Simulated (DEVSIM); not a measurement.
System: abrupt Ge p-n junction, at 350 K.

```tsv
layer (left to right)	material	thickness (μm)	Nd (cm⁻³)	Na (cm⁻³)	τn (s)	τp (s)
1	Ge	78.0	-	4.7e16	7.5e-6	7.5e-6
2	Ge	1.60	1.6e14	-	7.5e-6	7.5e-6
```

Left contact: ohmic. Right contact: ohmic. Voltage is applied to the left contact. Recombination: SRH at mid-gap, radiative, Auger. Mobility is μmin + (μ − μmin)/(1 + (N/Nref)^α).

This is a model device: material constants are rounded textbook-type values typed into the input, and sizes, dopings and lifetimes were drawn at random. Values at 300 K; Nc and Nv go as T^1.5, mobilities as T to minus their exponent, the gap by Varshni's rule with the affinity fixed.

```
parameter               Ge
----------------  --------
gap (eV)             0.664
affinity (eV)            4
permittivity            16
Nc (cm⁻³)          1.04e19
Nv (cm⁻³)             6e18
μn (cm²/Vs)           3900
μp (cm²/Vs)           1900
μn,min                 150
μp,min                 100
Nref,n              2.6e17
Nref,p                4e17
αn                    0.56
αp                     0.6
T exponent of μn      1.66
T exponent of μp      2.33
B (cm³/s)          6.4e-14
Cn (cm⁶/s)           1e-31
Cp (cm⁶/s)           1e-31
Varshni α (eV/K)  0.000477
Varshni β (K)          235
```

Simulated with DEVSIM: 1D drift-diffusion, Boltzmann statistics, complete ionisation; no tunnelling, impact ionisation, image-force lowering or self-heating.

**Question.** Tabulate band edges, carrier densities and field at zero bias.

**Answer.** Energies count from the Fermi level of the right contact; mesh points crowd at the junctions.

```csv
x (μm),Ec (eV),Ev (eV),n (cm⁻³),p (cm⁻³),field (V/cm)
0.000,0.491,-0.153,1.1e12,4.7e16,≈ 0
0.03992,0.491,-0.153,1.1e12,4.7e16,≈ 0
0.1394,0.491,-0.153,1.1e12,4.7e16,≈ 0
0.4109,0.491,-0.153,1.1e12,4.7e16,≈ 0
1.517,0.491,-0.153,1.1e12,4.7e16,≈ 0
4.077,0.491,-0.153,1.1e12,4.7e16,≈ 0
10.46,0.491,-0.153,1.1e12,4.7e16,≈ 0
38.65,0.491,-0.153,1.1e12,4.7e16,≈ 0
62.12,0.491,-0.153,1.1e12,4.7e16,≈ 0
72.05,0.491,-0.153,1.1e12,4.7e16,≈ 0
75.69,0.491,-0.153,1.1e12,4.7e16,≈ 0
77.39,0.491,-0.153,1.1e12,4.7e16,≈ 0
77.78,0.491,-0.153,1.1e12,4.7e16,≈ 0
77.93,0.489,-0.155,1.2e12,4.4e16,-820
78.00,0.463,-0.181,2.8e12,1.9e16,-10000
78.03,0.433,-0.211,7.6e12,6.9e15,-6900
78.12,0.393,-0.252,2.9e13,1.8e15,-3400
78.34,0.348,-0.297,1.3e14,4.0e14,-1100
79.07,0.321,-0.323,3.1e14,1.7e14,-55
79.41,0.320,-0.324,3.2e14,1.6e14,-15
79.54,0.320,-0.324,3.2e14,1.6e14,-12
79.60,0.320,-0.324,3.2e14,1.6e14,-11
```
